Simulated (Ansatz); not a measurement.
Here is the system:

A slab with vacuum along the third vector:

```
CELL_PARAMETERS angstrom
      4.69342     0.00000     0.00000
      0.00000     6.63750     0.00000
      0.00000     0.00000    28.00000
ATOMIC_POSITIONS crystal
  In 0.50000 0.55682 0.31106
  Sb 0.00000 0.76420 0.28012
  In 0.00000 0.97909 0.36960
  Sb 0.50000 0.22981 0.37679
  In 0.50000 0.48462 0.46064
  Sb 0.00000 0.73557 0.45567
  In 0.00000 0.98460 0.53936
  Sb 0.50000 0.23555 0.54433
  In 0.50000 0.47904 0.63039
  Sb 0.00000 0.72978 0.62321
  In 0.00000 0.05676 0.68894
  Sb 0.50000 0.26416 0.71988
```

Model: 12-atom slab, In6Sb6, 11.7 Å thick at the start, 6x4x1 mesh, Fermi-Dirac 0.025 eV, dipole correction, all atoms relaxed; symmetry of the start imposed; no spin, no spin-orbit, no U.

Q: Predict the surface energy (mean of both faces) from PBE run with Ansatz (a quantum-chemistry and plane-wave program).

A: 0.35 J/m²

Q: Give the gap of the slab on its k-mesh at the level PBE.

A: 0.41 eV

Q: What is the computed highest filled level below the top vacuum level (PBE)?

A: 4.53 eV
